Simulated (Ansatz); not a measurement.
## Mg2Si, response to strain

The reference is Mg₂Si (space group Fm-3m, No. 225; a = 6.326 Å). Axes: x, y, z lie along the cube axes.

Strains are applied to the cell and any free atomic positions relax; under stress the whole cell relaxes.

Calculations: Kohn–Sham DFT with the PBEsol functional, run in Ansatz (a quantum-chemistry and plane-wave program) with PAW and 420 eV plane waves, spin-orbit coupling left out.

Notes on the quantities. energy relative to the base: free energy F.

```tsv
case	band gap	energy relative to the base	pressure	volume per atom
base	0.12 eV	0 meV/atom	0.0 GPa	21.10 Å³
isotropic strain −4.24 %	zero	+68 meV/atom	9.4 GPa	18.53 Å³
isotropic strain −2.20 %	zero	+17 meV/atom	4.3 GPa	19.74 Å³
isotropic strain −0.66 %	0.09 eV	+1.5 meV/atom	1.15 GPa	20.68 Å³
uniaxial strain ε_zz = +0.60 %	0.11 eV	+0.3 meV/atom	-0.34 GPa	21.22 Å³
uniaxial strain ε_zz = +1.07 %	0.10 eV	+0.9 meV/atom	-0.59 GPa	21.32 Å³
uniaxial strain ε_zz = +3.63 %	0.06 eV	+9.8 meV/atom	-1.85 GPa	21.86 Å³
uniaxial strain ε_zz = +5.96 %	zero	+26 meV/atom	-2.8 GPa	22.35 Å³
tensor shear ε_xz = −0.18 %	0.10 eV	0.0 meV/atom	-0.01 GPa	21.10 Å³
uniaxial stress, 2 GPa tension along z	0.07 eV	+2.4 meV/atom	–	21.35 Å³
```

Stability under load was not tested beyond the relaxation. All final runs are without spin polarisation. Gaps under 0.05 eV, about the width of the smearing, are given as zero. A zero or small gap of Mg2Si can be the functional's error rather than a property of the material.
